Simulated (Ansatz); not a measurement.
Here is the system:

```yaml
crystal:
  lattice:
    - [3.80610, 0.00000, 0.00000]
    - [-1.90305, 3.29618, 0.00000]
    - [0.00000, 0.00000, 6.49016]
  atoms:
    - { symbol: Zn, position: [0.66667, 0.33333, 0.99710] }
    - { symbol: Zn, position: [0.33333, 0.66667, 0.49710] }
    - { symbol: S, position: [0.66667, 0.33333, 0.62810] }
    - { symbol: S, position: [0.33333, 0.66667, 0.12810] }
```

No spin polarisation.

The values are results of r2SCAN, PAW, 500 eV (Ansatz, a quantum-chemistry and plane-wave program; spin-orbit coupling left out), not measurements. Settings: 10×10×6 k-points, 0.05 eV Fermi–Dirac smearing.

Q: Predict the stress and valence-band top at Γ.

A: The stress (xx, yy, zz, yz, xz, xy; compression positive) comes out as (-1.48, -1.48, -5.50, 0.00, 0.00, 0.00) GPa and the valence-band top at Γ (three highest levels, from the VBM) is 0.00, 0.00, -0.28 eV.

The levels and masses belong to the bands next to the band gap. The cells carry an imposed strain or load. Stability against distortions was not tested. The cell was made from ZnS in the wurtzite structure (space group P6_3mc, No. 186) by this change: uniaxial strain ε_zz = +3.93 %.
